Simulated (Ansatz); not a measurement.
GaN: response to strain

The reference is GaN in the zinc blende structure (space group F-43m, No. 216).

```xyz
2
Lattice="0.0000 2.2490 2.2490 2.2490 0.0000 2.2490 2.2490 2.2490 0.0000" Properties=species:S:1:pos:R:3 pbc="T T T"
Ga     0.0000     0.0000     0.0000
N      1.1245     1.1245     1.1245
```

Strains are applied to the cell and any free atomic positions relax.

Computed with PBEsol, PAW, 420 eV (Ansatz, a quantum-chemistry and plane-wave program; without spin-orbit coupling).

| isotropic strain (%) | pressure (GPa) |
|---|---|
| -3 | 21.0 |
| -2.5 | 16.9 |
| -2 | ? |
| -1 | 6.1 |
| 0 | 0.0 |
| 0.5 | -2.7 |
| 1 | -5.3 |
| 2.5 | -11.8 |
| 3 | -13.7 |

Fit P = P₀ − Bδ + Cδ² with δ = (1 + ε)³ − 1 to the rows shown and predict the withheld row.

Least squares on the printed values gives P₀ = 0.0 GPa, B = 194 GPa, C = 511 GPa (largest residual 0.2 GPa); this predicts 13.2 GPa, and the run gives 13.0 GPa, 0.2 lower.

Whether these cells are dynamically stable was not tested. This is not the structure that GaN has at room temperature and ambient pressure.
